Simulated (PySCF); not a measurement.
PySCF 2.14.0, unrestricted PBE0/def2-svp, df: C=[C][Si](OC)(OC)OC, charge 0, multiplicity 2, 20 atoms. The geometry is a generated start, not checked to be a minimum at this level.

- task: energy
- method: pbe0
- basis: def2-svp
- two-electron scheme: density fitting
- mol.max_memory: 3000 MB
- mf.max_cycle: 100
- mf.init_guess: minao (default)
- mf.DIIS: CDIIS (default)
- mf.diis_space: 8 (default)
- mf.conv_tol: 1e-09 (default)
- mf.grids.level: 3 (default)
- basis functions: 185
- grid points: 239904

```xyz
20

C      0.4064    -2.4827    -1.4578
C      0.2231    -1.3804    -0.8147
Si    -0.0352     0.1867     0.1286
O      1.2341     1.1956     0.0249
C      2.5466     0.9751     0.4506
O     -0.2747    -0.1462     1.6982
C     -1.3788    -0.7908     2.2610
O     -1.3304     1.0036    -0.4115
C     -1.4793     1.7359    -1.5923
H      1.3868    -2.9293    -1.6162
H     -0.4047    -3.0644    -1.8910
H      2.5677     0.4450     1.4035
H      3.0290     1.9471     0.5641
H      3.0884     0.3872    -0.2946
H     -1.3910    -1.8452     1.9752
H     -2.3076    -0.3258     1.9297
H     -1.2948    -0.7101     3.3455
H     -2.5124     1.6289    -1.9297
H     -0.8056     1.3798    -2.3725
H     -1.2677     2.7899    -1.4010
```

Charge 0 and multiplicity 2 are set for this test and not shown to be the ground state.

One run each on 2 threads, 1 BLAS thread. Values of level_shift (Hartree) tried: 0 (default), 0.1, 0.3, 1.

### Question
Predict the course of the Fock builds along this series.

### Answer
Fewest Fock builds, within one of each other: 0 (default) with 16, 0.1 with 17. The count rises to 35 at 1. All converge to one solution.

```tsv
level_shift (Hartree)	Fock builds	end
0 (default)	16	same solution
0.1	17	same solution
0.3	21	same solution
1	35	same solution
```
